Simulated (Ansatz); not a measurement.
**Pressure series in Ge2Sb2Te5**

Base system: Ge2Sb2Te5 (space group Cm, No. 8; a = 13.3626 Å, b = 5.9988 Å, c = 9.4322 Å, α = γ = 90.00°, β = 134.61°; a cell from a computed database, its experimental status unchecked).

Cell and atoms are relaxed at each pressure.

Computed with Kohn–Sham DFT with the PBEsol functional, run in Ansatz (a first-principles code) with PAW and 420 eV plane waves, spin-orbit coupling left out.

Notes on the quantities. enthalpy: H = E + PV relative to the base's energy.

```tsv
variant	enthalpy	shortest interatomic distance
base	–	2.746 Å
pressure 0.3 GPa	+0.06 eV/atom	2.748 Å
pressure 0.7 GPa	+0.13 eV/atom	2.751 Å
pressure 1.5 GPa	+0.27 eV/atom	2.759 Å
```

Load acts through the strain it causes; cell and atoms are relaxed under it. No phonon test of stability was made. The final runs are not spin-polarised.
